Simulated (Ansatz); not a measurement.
A self-consistent single point of BaAlGeH (P3m1, 4 atoms in the cell) with Ansatz (a program for electronic structure).

Computed with PBEsol, default PAW files made with PBE (plane waves; Ansatz).

The change in words: lattice scaled by 0.98; kpoints.mp_grid.grid: 7 7 5 → 15 15 11. Reference geometry:
```yaml
crystal:
  lattice:
    - [4.36041, 0.00000, 0.00000]
    - [-2.18020, 3.77622, 0.00000]
    - [0.00000, 0.00000, 5.22380]
  atoms:
    - { symbol: Ba, position: [0.33333, 0.66667, 0.10859] }
    - { symbol: Al, position: [0.00000, 0.00000, 0.64135] }
    - { symbol: Ge, position: [0.66667, 0.33333, 0.55274] }
    - { symbol: H, position: [0.00000, 0.00000, 0.97289] }
```

Reference input (self-consistent single point, DFT, PBEsol, plane waves, default PAW files made with PBE): basis.ecutwfc = 420 eV; kpoints.mp_grid.grid = 7 7 5; hamiltonian.xc = pbesol; hamiltonian.pseudopotentials = {kind: paw} (the program's default PAW files); scf.occupations.method = fixed. This run's input differs from it in these lines:

Ansatz 0.2 input:
```diff
@@ -3,5 +3,5 @@
   lattice:
-    - [4.360408, 0.000000, 0.000000]
-    - [-2.180204, 3.776224, 0.000000]
-    - [0.000000, 0.000000, 5.223800]
+    - [4.273200, 0.000000, 0.000000]
+    - [-2.136600, 3.700700, 0.000000]
+    - [0.000000, 0.000000, 5.119324]
   atoms:
@@ -14,3 +14,3 @@
 kpoints:
-  mp_grid: { grid: [7, 7, 5] }
+  mp_grid: { grid: [15, 15, 11] }
 hamiltonian:
```

Output, abridged:

```
SCF iter   1: F=—  HF=-10658.541806 eV  |F-HF|=—  |Δ(HF+E_count)|=         —  Δρ=4.25e-3  dr2=1.48e-2  ethr=1.77e-3  ⟨swp⟩=4.4  Hψ=21095  notcnv=0  defer=438
all-band conjugate gradients solve this SCF's bands
preconditioner: auto → Resta (q_TF=auto, 2.286 Å⁻¹)
SCF iter   2: F=—  HF=-10658.537037 eV  |F-HF|=—  |Δ(HF+E_count)|=   4.77e-3  Δρ=2.12e-3  dr2=4.09e-3  ethr=5.27e-5  ⟨swp⟩=2.6  Hψ=8622  notcnv=0  defer=507
   [... lines left out ...]
SCF iter   4: F=—  HF=-10658.535955 eV  |F-HF|=—  |Δ(HF+E_count)|=   4.50e-5  Δρ=1.12e-4  dr2=1.20e-5  ethr=2.21e-7  ⟨swp⟩=2.0  Hψ=7786  notcnv=0  defer=496
SCF iter   5: F=—  HF=-10658.535955 eV  |F-HF|=—  |Δ(HF+E_count)|=   2.20e-7  Δρ=5.39e-5  dr2=3.41e-6  ethr=4.28e-8  ⟨swp⟩=2.0  Hψ=7967  notcnv=0  defer=498
SCF iter   6: F=—  HF=-10658.535955 eV  |F-HF|=—  |Δ(HF+E_count)|=   4.35e-7  Δρ=1.67e-5  dr2=3.49e-7  ethr=1.22e-8  ⟨swp⟩=3.0  Hψ=8123  notcnv=0  defer=498
SCF iter   7: F=-10658.535955 eV  HF=-10658.535955 eV  |F-HF|=9.82e-11  |Δ(HF+E_count)|=   5.16e-8  Δρ=2.31e-6  dr2=6.26e-9  ethr=3.57e-10  ⟨swp⟩=7.6  Hψ=27780  notcnv=0
SCF 1 converged in 7 iterations: F = -10658.535955 eV  dr2 = 6.26e-9
Free energy (F): -10658.535955 eV
Internal energy: -10658.535955 eV  (E = F + TS)
E sigma→0 (E₀):  -10658.535955 eV
Fermi energy:    8.089348 eV
--- Forces (eV/Å), atoms counted from 1 ---
  atom   1  Ba    -0.00000000    -0.00000000    -0.16689381
  atom   2  Al     0.00000000     0.00000000    -0.14549398
  atom   3  Ge    -0.00000000    -0.00000000     0.04308962
  atom   4  H      0.00000000    -0.00000000     0.26926929
--- Stress (GPa, compression-positive) ---
        2.003398      -0.000000       0.000000
       -0.000000       2.003398       0.000000
        0.000000       0.000000       1.167886
  P = ⅓ Tr σ = 1.7249 GPa (17.249 kbar)
  The stress holds the Pulay correction. Without it, at fixed plane waves, as pw.x and ABINIT print it: P = 1.6859 GPa
```

The run converged in 7 iterations. Against the reference run the free energy goes down by 1.1 meV/atom, the pressure goes from -1.63 to 1.72 GPa, the largest force goes from 0.125 to 0.269 eV/Å and the gap on the mesh goes from 0.777 to 0.680 eV.

The starting cell comes from a database of computed structures (which also holds hypothetical and non-ambient phases and stackings), without a prior relaxation at this level. Its lattice was rescaled by up to half a per cent. One atom was moved a little off its site on purpose. For this run, on top of that: lattice scaled by 0.98. Ansatz's pressure includes its estimate of the finite-basis (Pulay) stress.

Cost on one core of a shared machine: roughly 40 s.
